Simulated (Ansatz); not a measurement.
Input:

End structure of O on the 1x1 (111) surface of fcc Ag, one in a 1x1 cell, started at the site 'bridge Ag-Ag (span 2.9 Å)':

```yaml
crystal:
  lattice:
    - [2.93338, 0.00000, 0.00000]
    - [-1.46669, 2.54038, 0.00000]
    - [0.00000, 0.00000, 26.50000]
  atoms:
    - { symbol: Ag, position: [0.33333, 0.66667, 0.36572] }
    - { symbol: Ag, position: [0.66667, 0.33333, 0.45551] }
    - { symbol: Ag, position: [0.00393, 0.00196, 0.54532] }
    - { symbol: Ag, position: [0.33471, 0.66735, 0.63490] }
    - { symbol: O, position: [0.66895, 0.33448, 0.68463] }
```

Slab: 5 atoms, 7.1 Å thick at the start under the adsorbate (thin: gaps and levels are the slab's own); k 12x12x1, smearing 0.1 eV, dipole-corrected; 2 atoms held, the rest relaxed; held to the start's symmetry, so lower structures may exist; spin-polarised, no spin-orbit, no U, no dispersion correction. At the end it is bonded to 3 Ag. In PBE it is, or lies within 0.03 eV of, the lowest of the starts that converged.

A negative adsorption energy means that the adsorbate is more stable on the surface than in its reference.

Task: What change of the work function does Ansatz (a first-principles code) with PBE give?

Result: 3.50 eV

Task: What adsorption energy against ½ O2(g) does PBE give?

Result: 0.94 eV

Task: Give the change of the step from the bottom to the top vacuum level, against the clean slab at the level PBE.

Result: 3.53 eV

Task: What is the computed work function of the top face (PBE)?

Result: 7.94 eV
